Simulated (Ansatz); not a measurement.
# A short convergence ladder for KCaF₃ (P4mm, 5 atoms in the cell)

```
KCaF3
1.0
    4.46828     0.00000     0.00000
    0.00000     4.46828     0.00000
    0.00000     0.00000     4.46828
K Ca F
1 1 3
Direct
  0.50000   0.50000   0.51119
  0.00000   0.00000   0.00000
  0.00000   0.50000   0.00000
  0.50000   0.00000   0.00000
  0.00000   0.00000   0.50000
```

Base method: PBEsol, default PAW files made with PBE (plane waves; Ansatz, a first-principles code).

Base settings: basis.ecutwfc = 420 eV; kpoints.mp_grid.grid = 6 6 6; hamiltonian.xc = pbesol; hamiltonian.pseudopotentials = {kind: paw} (the program's default PAW files); scf.occupations.method = fixed.

**The width of Fermi-Dirac smearing**

In this ladder: scf.occupations.method = fermi_dirac.

The mesh stays at the base's, so the ladder's end is converged at best in this setting alone.

Only quantities that move along the ladder and can be compared are tabulated.

```csv
scf.occupations.width,free energy less the last step's (meV/atom),pressure (GPa),gap on the mesh (eV)
1 eV,-46.56,-0.87,6.166
0.5 eV,-0.37,-1.95,6.078
0.2 eV,0.00,-1.97,6.076
0.1 eV,0.00,-1.97,6.076
0.02 eV,0.00,-1.97,6.076
```

Widest scf.occupations.width that holds the pressure within 0.5 GPa of the last step, with all finer ones: 0.5 eV; the step before is off by 1.1 GPa.

Widest scf.occupations.width that holds the gap on the mesh within 0.05 eV of the last step, with all finer ones: 0.5 eV; the step before is off by 0.089 eV.

Widest scf.occupations.width that holds the free energy within 5 meV/atom of the last step, with all finer ones: 0.5 eV; the step before is off by 47 meV/atom.

On the base run: the starting cell comes from a database of computed structures (which also holds hypothetical and non-ambient phases and stackings), without a prior relaxation at this level. Its lattice was rescaled by up to half a per cent. One atom was moved a little off its site on purpose. Ansatz's pressure includes its estimate of the finite-basis (Pulay) stress.

Keys are those of Ansatz 0.2.
